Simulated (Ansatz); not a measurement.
## NaCl: biaxial strain −0.83 %, plane normal [111], relaxed out of plane

The reference is NaCl in the rock salt structure (space group Fm-3m, No. 225; a = 5.601 Å). Axes: x, y, z lie along the cube axes.

It is then changed as follows: compressive biaxial strain of 0.83 % in the plane normal to [111], as in epitaxy on a mismatched substrate; the out-of-plane cell vector and the atoms relax.

Level of theory: PBEsol (Ansatz, an electronic-structure program), without spin-orbit coupling. k-mesh 10×10×10 (Γ-centred); smearing 0.05 eV (Fermi–Dirac).

The volume per atom decreases by 0.21 Å³, from 21.97 Å³ to 21.76 Å³ and the space group goes from Fm-3m (No. 225) to R-3m (No. 166). The shortest interatomic distance shrinks by 0.0164 bohr (5.293 bohr → 5.276 bohr) and the energy increases by 0.4 meV/atom. The band gap rises by 0.014 eV, from 5.01 eV to 5.03 eV and the gap character is still direct at Γ. The electron mass remains 0.39 mₑ (at Γ) and the valence-band top at Γ (three highest levels, from the VBM) changes from 0.00, 0.00, 0.00 eV to 0.00, 0.00, -0.06 eV. The out-of-plane strain is +0.72 % and the ratio −ε⊥/ε∥ comes out as 0.87.

Effective masses come from finite differences of ±0.01 Å⁻¹. Whether these cells are dynamically stable was not tested. k-point labels follow each cell's own Brillouin zone.
